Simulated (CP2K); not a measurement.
Band structure of Al₃GaN₄ (P-43m, 8 atoms in the cell).

```xyz
8
Lattice="4.4014 0.0000 0.0000 0.0000 4.4014 0.0000 0.0000 0.0000 4.4014" Properties=species:S:1:pos:R:3 pbc="T T T"
Al     2.2007     2.2007     0.0000
Al     0.0000     2.2007     2.2007
Al     2.2007     0.0000     2.2007
Ga     0.0000     0.0000     0.0000
N      3.2754     3.2754     1.1261
N      3.2754     1.1261     3.2754
N      1.1261     1.1261     1.1261
N      1.1261     3.2754     3.2754
```

Method of the run: CP2K 2026.2 with LDA (Pade form), GPW, DZVP-MOLOPT-SR-GTH basis, GTH-PADE potentials (GTH_POTENTIALS).

Settings: CUTOFF = 600 Ry; REL_CUTOFF = 50 Ry; SMEAR/METHOD = FERMI_DIRAC; ELECTRONIC_TEMPERATURE = 232.09 K; KPOINTS/SCHEME = MONKHORST-PACK 6 6 6; GAMMA_CENTERED = T; XC_FUNCTIONAL = PADE; Al/BASIS_SET = DZVP-MOLOPT-SR-GTH-q3; Al/POTENTIAL = GTH-PADE-q3; Ga/BASIS_SET = DZVP-MOLOPT-SR-GTH-q13; Ga/POTENTIAL = GTH-PADE-q13; N/BASIS_SET = DZVP-MOLOPT-SR-GTH-q5; N/POTENTIAL = GTH-PADE-q5; METHOD = GPW.

The starting cell comes from a database of computed structures (which also holds hypothetical and non-ambient phases and stackings), without a prior relaxation at this level. Values carry the incompleteness of an atom-centred basis.

Problem. Predict the gap along the standard path and the places of the band edges.

Solution. The gap along the path is 3.39 eV, direct at Γ to within 0.01 eV.

Levels in eV from the top of the valence band on the SCF mesh, bands 18 to 22:
```json
[
 {"point": "Γ", "18": "-2.05", "19": "0.00", "20": "0.00", "21": "0.00", "22": "3.40"},
 {"point": "X", "18": "-1.25", "19": "-1.25", "20": "-0.97", "21": "-0.97", "22": "5.69"},
 {"point": "M", "18": "-0.88", "19": "-0.57", "20": "-0.55", "21": "-0.55", "22": "7.23"},
 {"point": "R", "18": "-0.62", "19": "-0.37", "20": "-0.37", "21": "-0.37", "22": "5.48"}
]
```

Higher empty bands are left out: an atom-centred basis made for the valence describes them poorly.
